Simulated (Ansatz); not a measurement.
The parent structure is Sb in the diamond structure (space group Fd-3m, No. 227; a = 6.988 Å; a hypothetical phase, not in the database extracts checked; relaxed with 0.1 eV smearing).

(Cell as relaxed with PBE.)

Levels (all Ansatz, a program for electronic structure, PAW): PBE (420 eV, without spin-orbit coupling); PBEsol (420 eV, no SOC).

Each level relaxes its own structure.

| base | PBE | PBEsol |
|---|---|---|
| volume per atom | 42.66 Å³ | 40.55 Å³ |
| lattice parameter a | 6.988 Å | 6.871 Å |
| band gap | zero | zero |

It is then changed as follows: every lattice vector is stretched by 4.27 %; the atoms relax in the strained cell.

| quantity | PBE | PBEsol |
|---|---|---|
| energy relative to the base (free energy F) | +60 meV/atom | [?] |
| pressure | -3.0 GPa | [?] |
| band gap | zero | [?] |

Predict the PBEsol column.


- energy relative to the base (free energy F), PBEsol: +64 meV/atom
- pressure, PBEsol: -3.4 GPa
- band gap, PBEsol: zero

PBE's energy relative to the base lies 3.8 meV/atom below PBEsol's; PBE's pressure lies 0.4 GPa above PBEsol's; the two agree on the band gap. Neither level is exact; PBEsol is the comparison here, not a measurement.

Whether these cells are dynamically stable was not tested.
